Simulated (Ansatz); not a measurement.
**Pressure series in CaF2**

Start from CaF2 in the fluorite structure (space group Fm-3m, No. 225; a = 5.511 Å).

Cell and atoms are relaxed at each pressure.

The values are results of Ansatz (a first-principles code), PBE, PAW, cutoff 420 eV, scalar-relativistic without spin-orbit coupling, earlier PAW set, not measurements.

Candidates:
(a) pressure 30 GPa
(b) pressure 15 GPa
(c) pressure −1 GPa
(d) pressure 3 GPa
(e) pressure 7 GPa

Base values:

Band gap: 7.14 eV

Order them by band gap, lowest first.

(c) pressure −1 GPa (7.06 eV), (d) pressure 3 GPa (7.35 eV), (e) pressure 7 GPa (7.60 eV), (b) pressure 15 GPa (8.01 eV), (a) pressure 30 GPa (8.61 eV)

Load acts through the strain it causes; cell and atoms are relaxed under it. Whether these cells are dynamically stable was not tested. No other phases were tried under pressure.
